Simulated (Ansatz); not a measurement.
Abridged Ansatz (a first-principles code) output:

```
Relaxation: its limit of steps is 50 (relax.max_steps)
Pseudopotential: Rh, paw, valence charge 17
Crystal: 1 atoms, lattice volume = 13.929 Å³
Basis set: ecut = 420 eV, 283 PW (Γ), exchange–correlation on 40×40×40 points (8 copies of the dense FFT grid, shifted against one another)
Bands: 13, of which v1, the nominal top of the filled ones, is band 9 counted from 1 (8 counted from 0)
Symmetry: 48 space group operations
k-points: 752 of 27000
Functional: x = pbesol(κ = 0.804, μ = 0.12345679012345678), c = pbesol(β = 0.046)
SCF iter   1: F=—  HF=-6338.759530 eV  |F-HF|=—  |Δ(HF+E_count)|=         —  Δρ=9.60e-3  dr2=1.06e-2  ethr=1.77e-3  ⟨swp⟩=4.9  Hψ=53721  notcnv=0
SCF iter   2: F=—  HF=-6338.756628 eV  |F-HF|=—  |Δ(HF+E_count)|=   2.90e-3  Δρ=3.88e-3  dr2=1.24e-3  ethr=6.23e-5  ⟨swp⟩=2.7  Hψ=21779  notcnv=0
SCF 1 converged in 7 iterations: F = -6338.756233 eV  dr2 = 6.55e-12
relax step   1: F+E_penalty+E_count = -6338.75623331 eV  Δ(F+E_penalty+E_count) = +0.000e0 eV  max|allowed force component| = 0.000e0 eV/Å  Δτ_max = 0.0000 Å  (7 SCF iters, accepted)
SCF converged after 7 iterations
Free energy (F): -6338.756233 eV
Internal energy: -6338.711251 eV  (E = F + TS)
E sigma→0 (E₀):  -6338.733742 eV
Entropy (-TS):   -0.044982 eV (-44.982 meV/atom)
Fermi energy:    21.862025 eV
--- Forces (eV/Å), atoms counted from 1 ---
  atom   1  Rh    -0.00000000     0.00000000     0.00000000
--- Stress (GPa, compression-positive) ---
       -8.103876      -0.000000      -0.000000
       -0.000000      -8.103876      -0.000000
        0.000000      -0.000000      -8.103876
  P = ⅓ Tr σ = -8.1039 GPa (-81.039 kbar)
--- Relaxed structure (1 steps of the walk, 1 accepted, 0 SCFs on fresh bases) ---
  atoms:
    - { symbol: Rh, position: [0.0, 0.0, 0.0] }
```

Question: What was computed, and what are the main results?

Answer: Rh, 1 atom in the cell, with PBEsol/PAW in Ansatz, scalar-relativistic without spin-orbit coupling. The last SCF converged to F = -6338.756233 eV, or -6338.7562 eV per atom, at a pressure of -8.10 GPa. The total energy compares only with runs of the same code, potentials and settings.

The cells carry an imposed strain or load. No phonon test of stability was made. The final runs are not spin-polarised. The cell was made from Rh in the fcc (Cu type) structure (space group Fm-3m, No. 225) by this change: isotropic strain +1.00 %. Rh lies near a magnetic instability that expansion can trigger; it was not tested.

Keys are those of Ansatz 0.2.
